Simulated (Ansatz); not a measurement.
Output of an Ansatz run (abridged):

```
WARN ansatz: RAYON_NUM_THREADS=1 ignored (pool sized by the plan → 1); use --threads N
Pseudopotentials: kind: paw
Pseudopotential: Mg, paw, valence charge 10
Pseudopotential: Zr, paw, valence charge 12
Pseudopotential: F, paw, valence charge 7
Crystal: 8 atoms, lattice volume = 128.765 Å³
Basis set: ecut = 420 eV, 2565 PW (Γ)
Bands: 40, of which v1, the nominal top of the filled ones, is band 32 counted from 1 (31 counted from 0)
Symmetry: 48 space group operations
Space group: Fm-3m (ITA 225), of the structure as read, at distance tolerance 5.0e-5 Å
k-points: 16 of 216
PAW frozen core: Mg, regenerated for the run's functional, and the local potential with it
PAW frozen core: Zr, regenerated for the run's functional, and the local potential with it
PAW frozen core: F, regenerated for the run's functional, and the local potential with it
Initial density: superposition of atomic densities (neutral atoms: chi_scale 0, normalization atom), corrected by the library's trained network
Initial wavefunctions: pseudopotential atomic-orbital guess
Eigensolver: davidson
Functional: x = slater, c = lda
SCF iter   1: F=—  HF=-10754.370903 eV  |F-HF|=—  |Δ(HF+E_count)|=         —  Δρ=1.80e-2  dr2=3.01e-1  ethr=1.77e-3  ⟨swp⟩=4.2  Hψ=2145  notcnv=0  defer=77
all-band conjugate gradients solve this SCF's bands
preconditioner: auto → Resta (q_TF=auto, 2.428 Å⁻¹)
SCF iter   2: F=—  HF=-10754.290119 eV  |F-HF|=—  |Δ(HF+E_count)|=   8.08e-2  Δρ=5.57e-3  dr2=1.74e-2  ethr=4.70e-4  ⟨swp⟩=2.0  Hψ=1206  notcnv=0  defer=80
SCF iter   3: F=—  HF=-10754.284550 eV  |F-HF|=—  |Δ(HF+E_count)|=   5.57e-3  Δρ=1.81e-3  dr2=2.67e-3  ethr=2.72e-5  ⟨swp⟩=2.0  Hψ=1052  notcnv=0  defer=85
SCF iter   4: F=—  HF=-10754.283647 eV  |F-HF|=—  |Δ(HF+E_count)|=   9.03e-4  Δρ=3.27e-4  dr2=7.43e-5  ethr=4.18e-6  ⟨swp⟩=2.2  Hψ=961  notcnv=0  defer=89
SCF iter   5: F=—  HF=-10754.283637 eV  |F-HF|=—  |Δ(HF+E_count)|=   1.07e-5  Δρ=3.95e-5  dr2=2.58e-6  ethr=1.16e-7  ⟨swp⟩=2.2  Hψ=851  notcnv=0  defer=48
SCF iter   6: F=—  HF=-10754.283639 eV  |F-HF|=—  |Δ(HF+E_count)|=   2.33e-6  Δρ=1.42e-5  dr2=3.39e-7  ethr=4.03e-9  ⟨swp⟩=2.1  Hψ=1043  notcnv=0  defer=51
SCF iter   7: F=-10754.283640 eV  HF=-10754.283640 eV  |F-HF|=4.65e-8  |Δ(HF+E_count)|=   6.81e-7  Δρ=3.59e-6  dr2=2.38e-8  ethr=1.56e-10  ⟨swp⟩=10.9  Hψ=2887  notcnv=0
SCF 1 converged in 7 iterations: F = -10754.283640 eV  dr2 = 2.38e-8
SCF converged after 7 iterations
Free energy (F): -10754.283640 eV
Harris-Foulkes:  -10754.283640 eV  (|F-HF|=4.65e-8)
Internal energy: -10754.283640 eV  (E = F + TS)
E sigma→0 (E₀):  -10754.283640 eV
Fermi energy:    -0.702896 eV
--- Per-component energies (eV) ---
  E_band       = -928.365193
  E_kinetic    = 1639.419251
  E_local      = -7362.929534  (includes V_loc(G=0)·N_el)
  E_nonlocal   = 628.676953
  E_hartree    = 2755.427507
  E_xc         = -656.087517
  E_vxc        = -832.306405  (∫ρ·V_xc dr)
  E_paw        = -4244.055843  (= ΣΔE_a)
  E_vpaw       = -512.103520  (= ΣTr[D̂ρ^β])
  E_aug_tail   = 0.012253  (compensation charges beyond the density's cutoff)
  E_ewald      = -3515.947100
  E_core_change = 1.200391  (= ΣΔE_core)
  E_smearing   = -0.000000  (= −TS)
  E_closure    = 0.000000  (closes the sum)
  Σ components = -10754.283640   (vs F -10754.283640, Δ=0.00e0)
--- Forces (eV/Å), atoms counted from 1 ---
  atom   1  Mg     0.00000000     0.00000000    -0.00000000
  atom   2  Zr    -0.00000000     0.00000000    -0.00000000
  atom   3  F     -0.37075283    -0.00000000    -0.00000000
  atom   4  F      0.37075283     0.00000000     0.00000000
  atom   5  F      0.00000000    -0.37075283    -0.00000000
  atom   6  F     -0.00000000     0.37075283    -0.00000000
  atom   7  F      0.00000000     0.00000000    -0.37075283
  atom   8  F     -0.00000000     0.00000000     0.37075283
  max |Σ_I F_I| component: 1.11e-16 eV/Å
--- Stress (GPa, compression-positive) ---
       -4.948797       0.000000      -0.000000
       -0.000000      -4.948797      -0.000000
        0.000000      -0.000000      -4.948797
  P = ⅓ Tr σ = -4.9488 GPa (-49.488 kbar)
  The stress holds the Pulay correction. Without it, at fixed plane waves, as pw.x and ABINIT print it: P = -5.7218 GPa
--- Band table (eV; the first three rows and the last of 16) ---
  k-point 0: bands = ["-70.3555", "-46.7205", "-37.8016", "-37.8016", "-37.8016", "-25.2939", "-25.2939", "-25.2939", "-20.4648", "-20.1176", "-20.1176", "-19.3778", "-19.3778", "-19.3778", "-4.3220", "-3.5168", "-3.5168", "-3.0255", "-3.0255", [...]
  k-point 1: bands = ["-70.3555", "-46.7205", "-37.8016", "-37.8016", "-37.8016", "-25.2974", "-25.2935", "-25.2935", "-20.4133", "-20.1364", "-20.1364", "-19.4319", "-19.3573", "-19.3573", "-4.1993", "-3.6442", "-3.6442", "-3.0233", "-2.9442", [...]
  k-point 2: bands = ["-70.3555", "-46.7205", "-37.8016", "-37.8016", "-37.8016", "-25.3043", "-25.2928", "-25.2928", "-20.2885", "-20.1712", "-20.1712", "-19.5618", "-19.3188", "-19.3188", "-3.8739", "-3.8266", "-3.8266", "-3.1322", "-2.7105", [...]
  k-point 15: bands = ["-70.3555", "-46.7205", "-37.8016", "-37.8016", "-37.8016", "-25.2972", "-25.2970", "-25.2962", "-20.3800", "-20.1682", "-20.1185", "-19.3880", "-19.3852", "-19.3830", "-4.5753", "-3.7394", "-3.1078", "-2.9634", "-2.6858", [...]
```

The structure:

```xyz
8
Lattice="0.0000 4.0080 4.0080 4.0080 0.0000 4.0080 4.0080 4.0080 0.0000" Properties=species:S:1:pos:R:3 pbc="T T T"
Mg     4.0080     4.0080     4.0080
Zr     0.0000     0.0000     0.0000
F      2.0231     4.0080     4.0080
F      5.9929     4.0080     4.0080
F      4.0080     2.0231     4.0080
F      4.0080     5.9929     4.0080
F      4.0080     4.0080     2.0231
F      4.0080     4.0080     5.9929
```

Reconstruct the input of this run.

Other spellings and defaults could give the same log, and not every line can be read from it. The input that was run (DFT, LDA (PW92), plane waves, default PAW files made with PBE):

Ansatz 0.2 input:
```yaml
# MgZrF6
crystal:
  lattice:
    - [0.000000, 4.007955, 4.007955]
    - [4.007955, 0.000000, 4.007955]
    - [4.007955, 4.007955, 0.000000]
  atoms:
    - { symbol: Mg, position: [0.500000, 0.500000, 0.500000] }
    - { symbol: Zr, position: [0.000000, 0.000000, 0.000000] }
    - { symbol: F, position: [0.747620, 0.252380, 0.252380] }
    - { symbol: F, position: [0.252380, 0.747620, 0.747620] }
    - { symbol: F, position: [0.252380, 0.747620, 0.252380] }
    - { symbol: F, position: [0.747620, 0.252380, 0.747620] }
    - { symbol: F, position: [0.252380, 0.252380, 0.747620] }
    - { symbol: F, position: [0.747620, 0.747620, 0.252380] }
basis:
  ecutwfc: 420.0
kpoints:
  mp_grid:
    grid: [6, 6, 6]
hamiltonian:
  xc: lda
  pseudopotentials:
    kind: paw
scf:
  occupations:
    method: fixed
output:
  forces: true
  eigenvalues: true
  stress: true
```

The starting cell comes from a database of computed structures (which also holds hypothetical and non-ambient phases and stackings), without a prior relaxation at this level. Its lattice was rescaled by up to half a per cent. With a pressure of about -5 GPa the cell is away from its equilibrium volume at this level. Ansatz's pressure includes its estimate of the finite-basis (Pulay) stress. Without the estimate this run gives -5.72 GPa.

Ansatz is a quantum-chemistry and plane-wave program.
